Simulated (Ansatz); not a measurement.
The reference is BAs (space group P4_2/mnm, No. 136; a = 5.889 Å, c = 3.389 Å; a hypothetical phase, not in the database extracts checked).

Method: PBE in Ansatz (plane waves to 420 eV, PAW, scalar-relativistic without spin-orbit coupling).

Carriers are added at fixed cell with a uniform background; the Fermi–Dirac width is that of 300 K.

One change was made to it. Results:

```csv
quantity,base,after
Fermi level relative to the doped band's edge (positive inside the band; to 0.05 eV),–,+1.15 eV
gap between the host's bands,0.80 eV,0.98 eV
gap character,"indirect, Γ → k = (0, 0, 0.286) in the run's primitive reciprocal basis","indirect, Γ → k = (0, 0, 0.286) in the run's primitive reciprocal basis"
```

**Question.** Which change produced these results?
(A) holes 5.0×10^21 cm⁻³
(B) holes 3.0×10^21 cm⁻³
(C) electrons 3.0×10^21 cm⁻³
(D) holes 7.0×10^21 cm⁻³

**Answer.** D, holes 7.0×10^21 cm⁻³. For comparison, the gap between the host's bands in the other runs: holes 5.0×10^21 cm⁻³ gives 0.93 eV; holes 3.0×10^21 cm⁻³ gives 0.88 eV; electrons 3.0×10^21 cm⁻³ gives 0.72 eV.

Charged cell with a jellium background: band edges are those of the host's band count, energies are not comparable with the neutral cell, and many-body gap narrowing is missing. Whether these cells are dynamically stable was not tested.

Ansatz is a program for electronic structure.
